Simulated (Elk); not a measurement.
Elk run on Lu (P-1, 2 atoms in the cell): self-consistent single point.

Computed with Elk with PBE, all-electron FP-LAPW, Elk's shipped species files, APW+lo basis with extra local orbitals.

The change in words: lattice scaled by 0.98. Reference geometry:
```
Lu
1.0
    3.51805     0.00000     0.00000
   -1.75903     3.04672     0.00000
    0.00000     0.00000     5.44608
Lu
2
Direct
  0.33342   0.66561   0.25156
  0.66658   0.33439   0.74844
```

Reference input (self-consistent single point, DFT, PBE, all-electron FP-LAPW, Elk's shipped species files, APW+lo basis with extra local orbitals): xctype = 20; rgkmax = 8; swidth = 0.00367493 Ha; ngridk = 7 7 4; tforce = true; gmaxvr = 18 1/bohr; lmaxapw = 10; lmaxo = 8; nxlo = 2; lorbcnd = true; lradstp = 2; nrmtscf = 2. This run's input differs from it in these lines:

```diff
@@ -46,5 +46,5 @@
 avec
-    3.5180501895   -0.0000000440    0.0000000000
-   -1.7590250567    3.0467208579    0.0000000000
-    0.0000000000    0.0000000000    5.4460800000
+    3.4476894282   -0.0000003494    0.0000000000
+   -1.7238444115    2.9857868039    0.0000000000
+    0.0000000000    0.0000000000    5.3371580000
```

Output (repeated stretches shortened):

```
│ Self-consistent loop started │
│ Loop number : 1 │
 total energy                :     -29154.6936452
│ Loop number : 2 │
 total energy                :     -29155.3536542
RMS change in Kohn-Sham potential (target) :   0.1180994092     (  0.1000000000E-05)
Absolute change in total energy (target)   :   0.6600089908     (  0.1000000000E-03)
│ Loop number : 3 │
 total energy                :     -29155.9282637
RMS change in Kohn-Sham potential (target) :   0.1128827214     (  0.1000000000E-05)
Absolute change in total energy (target)   :   0.7396116974     (  0.1000000000E-03)
│ Loop number : 4 │
   [... lines left out ...]
Absolute change in total energy (target)   :   0.2102078572E-02 (  0.1000000000E-03)
│ Loop number : 14 │
 total energy                :     -29162.3601685
RMS change in Kohn-Sham potential (target) :   0.1068709661E-06 (  0.1000000000E-05)
Absolute change in total energy (target)   :   0.2001003304E-03 (  0.1000000000E-03)
│ Loop number : 15 │
 total energy                :     -29162.3601724
RMS change in Kohn-Sham potential (target) :   0.5744835312E-07 (  0.1000000000E-05)
Absolute change in total energy (target)   :   0.5393734318E-04 (  0.1000000000E-03)
Convergence targets achieved

│ Loop number : 16 │

Energies :
 Fermi                       :     0.261232645772
 total energy                :     -29162.3601794

Density of states at Fermi energy :    75.62719334
 (states/Hartree/unit cell)

Estimated indirect band gap :   0.8198586056E-03
 from k-point     88 to k-point     89
Estimated direct band gap   :   0.1201422780E-02
 at k-point     89

Charges :
 core                        :    92.00000000
 valence                     :    50.00000000
 interstitial                :    3.419955069
 muffin-tins (core leakage)
  species :    1 (Lu)
   atom    1                 :    69.29002247     (  0.6355640920E-06)
   atom    2                 :    69.29002247     (  0.6355640920E-06)
 total in muffin-tins        :    138.5800449
 total calculated charge     :    141.9999421
   [... lines left out ...]
   total force               :    -0.00015211    0.00022736   -0.00179373
   total magnitude           :     0.00181447
  atom :    2
   Hellmann-Feynman          :     0.00174227   -0.00263367    0.02821170
   IBS                       :    -0.00159016    0.00240631   -0.02641797
   total force               :     0.00015211   -0.00022736    0.00179373
   total magnitude           :     0.00181447
```

The run converged in 16 iterations. The count includes the last loop, which Elk runs after its targets are met. Against the reference run the free energy rises by 16.1 meV/atom.

The starting cell comes from a database of computed structures (which also holds hypothetical and non-ambient phases and stackings), without a prior relaxation at this level. Its atoms were displaced at random from the sites of space group no. 194. For this run, on top of that: lattice scaled by 0.98. Spin-orbit coupling is off. Values depend on the basis (sphere radii, cutoffs, local orbitals), which need not be converged. The log's line on a gap gives a spacing of levels on this mesh, which the program prints for metals too.

Cost on one core of a shared machine: roughly 60 s.
